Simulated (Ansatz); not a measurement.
Ansatz (a first-principles code) run on In2Ni3Se2 (R3m, 7 atoms in the cell): self-consistent single point

Level of theory: LDA (PW92), default PAW files made with PBE (plane waves; Ansatz).

Input as run:

Ansatz 0.2 input:
```yaml
crystal:
  lattice:
    - [2.72363500, 1.57249100, 4.74104400]
    - [-2.72363500, 1.57249100, 4.74104400]
    - [0.00000000, -3.14498400, 4.74104400]
  atoms:
    - { symbol: In, position: [0.00351500, 0.00351500, 0.00351500] }
    - { symbol: In, position: [0.50000000, 0.50000000, 0.50000000] }
    - { symbol: Ni, position: [0.00000000, 0.00000000, 0.50000000] }
    - { symbol: Ni, position: [0.50000000, 0.00000000, 0.00000000] }
    - { symbol: Ni, position: [0.00000000, 0.50000000, 0.00000000] }
    - { symbol: Se, position: [0.28279000, 0.28279000, 0.28279000] }
    - { symbol: Se, position: [0.71721000, 0.71721000, 0.71721000] }
basis:
  ecutwfc: 30.9 Ry
kpoints:
  mp_grid: { grid: [4, 4, 4] }
hamiltonian:
  xc: lda
  pseudopotentials: { kind: paw }
scf:
  occupations: { method: fermi_dirac, width: 0.0073 Ry }
output:
  forces: true
  eigenvalues: true
  stress: true
```

The program printed (abridged):

```
WARN ansatz: RAYON_NUM_THREADS=1 ignored (pool sized by the plan → 1); use --threads N
Pseudopotentials: kind: paw
Pseudopotential: In, paw, valence charge 13
Pseudopotential: Ni, paw, valence charge 18
Pseudopotential: Se, paw, valence charge 16
Crystal: 7 atoms, lattice volume = 121.832 Å³
Basis set: ecut = 420.4159175005146 eV, 2361 PW (Γ)
Bands: 68, of which v1, the nominal top of the filled ones, is band 56 counted from 1 (55 counted from 0)
Symmetry: 6 space group operations
Space group: R3m (ITA 160), of the structure as read, at distance tolerance 5.0e-5 Å
k-points: 13 of 64 (time reversal used)
PAW frozen core: In, regenerated for the run's functional, and the local potential with it
PAW frozen core: Ni, regenerated for the run's functional, and the local potential with it
PAW frozen core: Se, regenerated for the run's functional, and the local potential with it
Initial density: superposition of atomic densities (neutral atoms: chi_scale 0, normalization atom), corrected by the library's trained network
Initial wavefunctions: pseudopotential atomic-orbital guess
Eigensolver: davidson
Functional: x = slater, c = lda
SCF iter   1: F=—  HF=-39003.435590 eV  |F-HF|=—  |Δ(HF+E_count)|=         —  Δρ=1.67e-2  dr2=1.83e-1  ethr=1.77e-3  ⟨swp⟩=5.5  Hψ=3125  notcnv=0  defer=21
all-band conjugate gradients solve this SCF's bands
preconditioner: auto → Kerker (q_TF=auto, 2.690 Å⁻¹)
SCF iter   2: F=—  HF=-39003.406236 eV  |F-HF|=—  |Δ(HF+E_count)|=   2.94e-2  Δρ=4.98e-3  dr2=1.88e-2  ethr=1.63e-4  ⟨swp⟩=2.6  Hψ=1595  notcnv=0  defer=40
SCF iter   3: F=—  HF=-39003.402601 eV  |F-HF|=—  |Δ(HF+E_count)|=   3.63e-3  Δρ=1.38e-3  dr2=2.94e-3  ethr=1.68e-5  ⟨swp⟩=2.0  Hψ=900  notcnv=0  defer=40
SCF iter   4: F=—  HF=-39003.401783 eV  |F-HF|=—  |Δ(HF+E_count)|=   8.18e-4  Δρ=4.53e-4  dr2=4.41e-4  ethr=2.63e-6  ⟨swp⟩=2.0  Hψ=1020  notcnv=0  defer=40
SCF iter   5: F=—  HF=-39003.401668 eV  |F-HF|=—  |Δ(HF+E_count)|=   1.15e-4  Δρ=1.78e-4  dr2=7.36e-5  ethr=3.94e-7  ⟨swp⟩=2.5  Hψ=1480  notcnv=0  defer=40
SCF iter   6: F=—  HF=-39003.401654 eV  |F-HF|=—  |Δ(HF+E_count)|=   1.46e-5  Δρ=4.85e-5  dr2=3.16e-6  ethr=6.58e-8  ⟨swp⟩=2.0  Hψ=1422  notcnv=0  defer=40
SCF iter   7: F=—  HF=-39003.401652 eV  |F-HF|=—  |Δ(HF+E_count)|=   2.15e-6  Δρ=2.43e-5  dr2=1.13e-6  ethr=2.82e-9  ⟨swp⟩=2.0  Hψ=1403  notcnv=0  defer=40
SCF iter   8: F=—  HF=-39003.401651 eV  |F-HF|=—  |Δ(HF+E_count)|=   2.35e-7  Δρ=8.25e-6  dr2=1.42e-7  ethr=1.01e-9  ⟨swp⟩=2.0  Hψ=1306  notcnv=0  defer=40
SCF iter   9: F=-39003.401651 eV  HF=-39003.401651 eV  |F-HF|=3.82e-8  |Δ(HF+E_count)|=   2.53e-8  Δρ=4.80e-6  dr2=4.44e-8  ethr=8.93e-11  ⟨swp⟩=9.2  Hψ=3958  notcnv=0
SCF 1 converged in 9 iterations: F = -39003.401651 eV  dr2 = 4.44e-8
SCF converged after 9 iterations
Free energy (F): -39003.401651 eV
Harris-Foulkes:  -39003.401651 eV  (|F-HF|=3.82e-8)
Internal energy: -39003.282782 eV  (E = F + TS)
E sigma→0 (E₀):  -39003.342216 eV
Entropy (-TS):   -0.118870 eV (-16.981 meV/atom)
Fermi energy:    12.783470 eV
--- Per-component energies (eV) ---
  E_band       = -1756.565287
  E_kinetic    = 1581.461008
  E_local      = -20152.467085  (includes V_loc(G=0)·N_el)
  E_nonlocal   = 1494.294185
  E_hartree    = 8915.259708
  E_xc         = -888.655694
  E_vxc        = -728.495755  (∫ρ·V_xc dr)
  E_paw        = -16387.807782  (= ΣΔE_a)
  E_vpaw       = -1781.849787  (= ΣTr[D̂ρ^β])
  E_aug_tail   = 0.000182  (compensation charges beyond the density's cutoff)
  E_ewald      = -13571.673462
  E_core_change = 6.306159  (= ΣΔE_core)
  E_smearing   = -0.118870  (= −TS)
  E_closure    = 0.000000  (closes the sum)
  Σ components = -39003.401651   (vs F -39003.401651, Δ=0.00e0)
--- Forces (eV/Å), atoms counted from 1 ---
  atom   1  In     0.00000000     0.00000001    -0.16217852
  atom   2  In     0.00000000    -0.00000000     0.01352234
  atom   3  Ni     0.00000000    -0.01687181     0.03607212
  atom   4  Ni     0.01461141     0.00843590     0.03607212
  atom   5  Ni    -0.01461141     0.00843590     0.03607212
  atom   6  Se     0.00000000     0.00000003    -0.43438709
  atom   7  Se    -0.00000000    -0.00000003     0.47483438
  max |Σ_I F_I| component: 7.48e-6 eV/Å
--- Stress (GPa, compression-positive) ---
       -7.025902       0.000000       0.000000
        0.000000      -7.025902      -0.000000
       -0.000000      -0.000000      -6.948525
  P = ⅓ Tr σ = -7.0001 GPa (-70.001 kbar)
  The stress holds the Pulay correction. Without it, at fixed plane waves, as pw.x and ABINIT print it: P = -7.0550 GPa
--- Band table (eV; the first three rows and the last of 13) ---
  k-point 0: bands = ["-89.5129", "-89.5077", "-89.5077", "-50.6893", "-50.6606", "-50.6606", "-50.2166", "-50.2166", "-50.2126", "-50.1921", "-50.1786", "-50.1786", "-35.6832", "-35.6832", "-35.6719", "-35.6719", "-35.6683", "-35.6683", "-35.6628", [...]
  k-point 1: bands = ["-89.5122", "-89.5083", "-89.5077", "-50.6855", "-50.6641", "-50.6605", "-50.2163", "-50.2130", "-50.2083", "-50.1951", "-50.1836", "-50.1794", "-35.6832", "-35.6832", "-35.6718", "-35.6718", "-35.6684", "-35.6684", "-35.6628", [...]
  k-point 2: bands = ["-89.5111", "-89.5094", "-89.5077", "-50.6795", "-50.6698", "-50.6604", "-50.2162", "-50.2061", "-50.2013", "-50.1998", "-50.1927", "-50.1801", "-35.6832", "-35.6832", "-35.6717", "-35.6717", "-35.6686", "-35.6685", "-35.6628", [...]
  k-point 12: bands = ["-89.5129", "-89.5077", "-89.5077", "-50.6893", "-50.6606", "-50.6606", "-50.2166", "-50.2166", "-50.2126", "-50.1921", "-50.1786", "-50.1786", "-35.6832", "-35.6832", "-35.6717", "-35.6717", "-35.6685", "-35.6685", [...]
```

The run converged in 9 iterations.

The starting cell comes from a database of computed structures (which also holds hypothetical and non-ambient phases and stackings), without a prior relaxation at this level. Its lattice was rescaled by up to half a per cent. One atom was moved a little off its site on purpose. Spin polarisation is off, so a magnetic state, if there is one, cannot be reached. With a pressure of about -7 GPa the cell is away from its equilibrium volume at this level. Ansatz's pressure includes its estimate of the finite-basis (Pulay) stress.
